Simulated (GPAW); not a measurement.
Worked example: self-consistent single point of YMg6Ga (Amm2, 8 atoms in the cell) in GPAW

Level of theory: LDA (Perdew-Wang 92), GPAW PAW datasets LDA (gpaw-data 1.0.1) (plane waves; GPAW 25.7.0).

The input file:

```python
from ase import Atoms
from ase.units import GPa
from gpaw import GPAW

atoms = Atoms(['Y', 'Mg', 'Mg', 'Mg', 'Mg', 'Mg', 'Mg', 'Ga'],
              cell=[[5.051904, 0.000000, 0.000000],
                    [0.000000, 3.339351, 5.756427],
                    [0.000000, -3.339351, 5.756427]],
              positions=[[2.525952, 0.000000, 3.741102],
                         [2.525952, 1.712953, 6.694149],
                         [2.525952, -1.712953, 6.694149],
                         [2.525952, 0.000000, 9.622328],
                         [0.000000, 1.721235, 4.828836],
                         [0.000000, -1.721235, 4.828836],
                         [0.000000, 0.000000, 7.684254],
                         [0.000000, -0.000000, 1.957761]],
              pbc=True)

calc = GPAW(mode={'name': 'pw', 'ecut': 850},
            xc='LDA',
            kpts={'size': (4, 3, 3), 'gamma': True},
            occupations={'name': 'fermi-dirac', 'width': 0.1},
            nbands=-12,
            symmetry={'symmorphic': False, 'tolerance': 0.0005},
            maxiter=100)

atoms.calc = calc

energy = atoms.get_potential_energy()
print('Energy (eV):', round(energy, 6))
forces = atoms.get_forces()
print('Forces (eV/Ang):')
print(forces.round(5))
stress = atoms.get_stress()
print('Stress (GPa, Voigt):', (stress / GPa).round(4))
```

Output, abridged:

```
Input parameters:
  kpts: {gamma: True,
         size: (4, 3, 3)}
  maxiter: 100
  mode: {ecut: 850,
         name: pw}
  nbands: -12
  occupations: {name: fermi-dirac,
                width: 0.1}
  symmetry: {symmorphic: False,
             tolerance: 0.0005}

species:
  Y:
    name: Yttrium
    Z: 39.0
    valence: 11
    core: 28
    charge: 0.0
    file: Y.LDA.gz

    # Using partial waves for Y as LCAO basis

  Mg:
    name: Magnesium
    Z: 12.0
    valence: 10
    core: 2
    charge: 0.0
    file: Mg.LDA.gz

    # Using partial waves for Mg as LCAO basis

  Ga:
    name: Gallium
    Z: 31.0
    valence: 3
    core: 28
    charge: 0.0
    file: Ga.LDA.gz

    # Using partial waves for Ga as LCAO basis

Reference energy: -177359.322626  # eV

Spin-paired calculation

Convergence criteria:
 Maximum [total energy] change in last 3 cyles: 0.0005 eV / valence electron
 Maximum integral of absolute [dens]ity change: 0.0001 electrons / valence electron
 Maximum integral of absolute [eigenst]ate change: 4e-08 eV^2 / valence electron
 Maximum number of scf [iter]ations: 100

Symmetries present (total): 4
Symmetries with fractional translations: 0
36 k-points: 4 x 3 x 3 Monkhorst-Pack grid + [1/8,0.000000,0.000000]
12 k-points in the irreducible part of the Brillouin zone
       k-points in crystal coordinates                weights
   0:     0.00000000    0.00000000    0.00000000          1/36
   1:     0.00000000    0.33333333   -0.33333333          2/36
   2:     0.00000000    0.33333333    0.00000000          4/36
   [... 7 lines left out ...]
          ...
  11:     0.50000000    0.33333333    0.33333333          2/36

Wave functions: Plane wave expansion
  Cutoff energy: 850.000 eV
  Number of coefficients (min, max): 10889, 10972
  Pulay-stress correction: 0.000000 eV/Ang^3 (de/decut=0.000000)

Occupation numbers: Fermi-Dirac:
  width: 0.1000  # eV

Eigensolver

Densities:
  Coarse grid: 35*45*45 grid
  Fine grid: 70*90*90 grid
  Total Charge: 0.000000

Density mixing:
  Method: separate
  Backend: pulay
  Linear mixing parameter: 0.05
  old densities: 5
  Damping of long wavelength oscillations: 50

Hamiltonian:
  XC and Coulomb potentials evaluated on a 70*90*90 grid
  External potential:
    NoExternalPotential

Number of atoms: 8
Number of atomic orbitals: 65
Number of bands in calculation: 49
Number of valence electrons: 74
Bands to converge: occupied

Density initialized from atomic densities
  49 bands from LCAO basis set

Atomic positions and initial magnetic moments

Positions:
   0 Y      2.525952    0.000000    3.741102    ( 0.0000,  0.0000,  0.0000)
   1 Mg     2.525952    1.712953    6.694149    ( 0.0000,  0.0000,  0.0000)
   2 Mg     2.525952   -1.712953    6.694149    ( 0.0000,  0.0000,  0.0000)
   3 Mg     2.525952    0.000000    9.622328    ( 0.0000,  0.0000,  0.0000)
   4 Mg     0.000000    1.721235    4.828836    ( 0.0000,  0.0000,  0.0000)
   5 Mg     0.000000   -1.721235    4.828836    ( 0.0000,  0.0000,  0.0000)
   6 Mg     0.000000    0.000000    7.684254    ( 0.0000,  0.0000,  0.0000)
   7 Ga     0.000000   -0.000000    1.957761    ( 0.0000,  0.0000,  0.0000)

Unit cell:
           periodic     x           y           z      points  spacing
  1. axis:    yes    5.051904    0.000000    0.000000    35     0.1443
  2. axis:    yes    0.000000    3.339351    5.756427    45     0.1284
  3. axis:    yes    0.000000   -3.339351    5.756427    45     0.1284

  Lengths:   5.051904   6.654902   6.654902
  Angles:   60.236751  90.000000  90.000000

Effective grid spacing dv^(1/3) = 0.1399

     iter     time        total  log10-change:
                         energy   eigst   dens
iter:   1 --:--:--   -20.748579
iter:   2 --:--:--   -20.765264   -0.58  -1.44
iter:   3 --:--:--   -20.571769   -1.21  -1.48
iter:   4 --:--:--   -20.557174   -1.96  -1.67
iter:   5 --:--:--   -20.534257   -2.06  -1.77
iter:   6 --:--:--   -20.525489c  -3.20  -2.33
iter:   7 --:--:--   -20.516458c  -4.10  -2.31
iter:   8 --:--:--   -20.510867c  -3.80  -2.50
iter:   9 --:--:--   -20.507926c  -3.98  -2.77
iter:  10 --:--:--   -20.507883c  -5.26  -3.35
iter:  11 --:--:--   -20.507780c  -5.71  -3.38
iter:  12 --:--:--   -20.507857c  -5.30  -3.58
iter:  13 --:--:--   -20.507840c  -6.80  -3.71
iter:  14 --:--:--   -20.507812c  -6.30  -3.76
iter:  15 --:--:--   -20.507838c  -6.54  -3.92
iter:  16 --:--:--   -20.507832c  -7.62c -4.12c

Converged after 16 iterations.

Dipole moment: (-0.000000, 0.000000, -0.408120) |e|*Ang

Energy contributions relative to reference atoms: (reference = -177359.322626)

Kinetic:        -14.662292
Potential:      +21.844066
External:        +0.000000
XC:             -27.005862
Entropy (-ST):   -0.147802
Local:           -0.609843
SIC:             +0.000000
--------------------------
Free energy:    -20.581733
Extrapolated:   -20.507832

Showing only first 2 kpts
 Kpt  Band  Eigenvalues  Occupancy
  0    35      2.64663    1.99999
  0    36      3.28203    1.99179
  0    37      4.05447    0.19355
  0    38      4.55079    0.00150

  1    35      3.51319    1.92010
  1    36      4.04605    0.20879
  1    37      4.29042    0.02004
  1    38      4.62403    0.00072

Fermi level: 3.83111

No gap
No difference between direct/indirect transitions
Energy (eV): -20.507832

Forces in eV/Ang:
  0 Y     0.00000    0.00000   -0.18207
  1 Mg    0.00000    0.01676   -0.02461
  2 Mg    0.00000   -0.01676   -0.02461
  3 Mg    0.00000    0.00000   -0.05377
  4 Mg   -0.00000    0.01623    0.05699
  5 Mg   -0.00000   -0.01623    0.05699
  6 Mg    0.00000    0.00000    0.03154
  7 Ga    0.00000    0.00000    0.13815

Stress tensor:
     0.028808     0.000000     0.000000
     0.000000     0.020995     0.000000
     0.000000     0.000000     0.023980
Stress (GPa, Voigt): [4.6156 3.3638 3.842  0.     0.     0.    ]
```

The run converged in 16 iterations. GPAW prints stress with tension positive.

The starting cell comes from a database of computed structures (which also holds hypothetical and non-ambient phases and stackings), without a prior relaxation at this level. Its lattice was rescaled by a random factor within 2.5 % of one. With a pressure of about -4 GPa the cell is away from its equilibrium volume at this level.

Cost on one core of a shared machine: roughly 90 s.
